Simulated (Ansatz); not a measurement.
Functionals compared on the (001) surface of tetragonal indium in its 1x1 cell, outermost plane spacing 2.48 Å in the ideal cut, in Ansatz (plane waves, PAW). The structure was relaxed with PBE; the other rows are single points on it, each with its references at the same level. Cutoff 420 eV (500 eV for r2SCAN).

Set-up: 5 atoms, 9.9 Å thick at the start (thin: gaps and levels are the slab's own); mesh 11x11x1; 0.1 eV smearing; dipole correction on; all atoms relaxed; start symmetry kept, larger cells not searched; no spin, no spin-orbit, no U. These notes are the PBE run's.

```
functional  surface energy (J/m²)  work function of the top face (eV)  rough cost of the single point
----------  ---------------------  ----------------------------------  ------------------------------
PBE                          0.31                                3.85                               –
LDA                             ?                                   ?  around 29 core-seconds (rough)
PBEsol                       0.43                                3.94         roughly 27 core-seconds
RPBE                         0.21                                3.72         roughly 28 core-seconds
r2SCAN                       0.35                                3.99    very roughly 50 core-seconds
```

**Question.** What belongs in the gaps?

**Answer.** 
- LDA, surface energy (J/m²): 0.48
- LDA, work function of the top face (eV): 4.13

Ansatz is a first-principles code.
